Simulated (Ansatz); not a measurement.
Si (Fd-3m), Ansatz (a first-principles code) with PBE with spin-orbit coupling, rigid bands: N_v = 2.25e19 cm⁻³ at 300 K and a hole conductivity mass of 0.362 mₑ.

Problem. For 1e17 holes per cm³ at 300 K, place the Fermi level, estimate the Seebeck coefficient of a parabolic band with constant τ, and give mobility and conductivity for τ = 5 fs.

Solution. The level lies k_BT ln(N_v/p) = 0.140 eV above the valence-band maximum. S ≈ +(k_B/e)[ln(N_v/p) + 5/2] = 682 μV/K, against 710 μV/K from the full bands (mean over directions). μ = eτ/m = 24.3 cm²/(V·s) and σ = peμ = 0.389 S/cm. τ is assumed, not computed.

Band transport and this doping are assumed; polarons and phonon drag are left out. Geometry: cell and atoms relaxed with PBEsol.
